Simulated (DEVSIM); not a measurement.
## abrupt Si p-n junction

Device: abrupt Si p-n junction, at 300 K.

| layer (left to right) | material | thickness (μm) | Nd (cm⁻³) | Na (cm⁻³) | τn (s) | τp (s) |
|---|---|---|---|---|---|---|
| 1 | Si | 0.240 | - | 2e18 | 2.4e-6 | 2.4e-6 |
| 2 | Si | 3.80 | 4.3e14 | - | 2.4e-6 | 2.4e-6 |

Left contact: ohmic. Right contact: ohmic. Voltage is applied to the left contact. Recombination: SRH at mid-gap, radiative. Mobility is μmin + (μ − μmin)/(1 + (N/Nref)^α).

The device is made up for the run: typed textbook-type constants, with dimensions and the other settings drawn at random. Values at 300 K.

```csv
parameter,Si
gap (eV),1.124
affinity (eV),4.05
permittivity,11.7
Nc (cm⁻³),2.86e19
Nv (cm⁻³),3.1e19
μn (cm²/Vs),1417
μp (cm²/Vs),470
"μn,min",52
"μp,min",45
"Nref,n",9.7e16
"Nref,p",2.2e17
αn,0.68
αp,0.72
B (cm³/s),4.7e-15
```

DEVSIM, 1D drift-diffusion, Boltzmann statistics, complete ionisation; no tunnelling, impact ionisation, image-force lowering or self-heating.

```json
{
 "potential_step_across_the_device_at_zero_bias": "0.766 V",
 "largest_field_in_the_device_at_zero_bias": "77000 V/cm",
 "Dark forward voltage at 1 A/cm²": "0.530 V",
 "Dark forward voltage at 100 A/cm²": "0.713 V"
}
```

Dark forward current:

```json
[
 {"V (V)": "0.05", "J (A/cm²)": "2.2e-8"},
 {"V (V)": "0.10", "J (A/cm²)": "1.3e-7"},
 {"V (V)": "0.20", "J (A/cm²)": "4.8e-6"},
 {"V (V)": "0.25", "J (A/cm²)": "3.1e-5"},
 {"V (V)": "0.30", "J (A/cm²)": "0.00021"},
 {"V (V)": "0.40", "J (A/cm²)": "0.0091"},
 {"V (V)": "0.45", "J (A/cm²)": "0.059"},
 {"V (V)": "0.50", "J (A/cm²)": "0.37"},
 {"V (V)": "0.55", "J (A/cm²)": "1.9"},
 {"V (V)": "0.65", "J (A/cm²)": "26"},
 {"V (V)": "0.70", "J (A/cm²)": "76"},
 {"V (V)": "0.75", "J (A/cm²)": "210"},
 {"V (V)": "0.85", "J (A/cm²)": "1200"},
 {"V (V)": "0.90", "J (A/cm²)": "2200"}
]
```
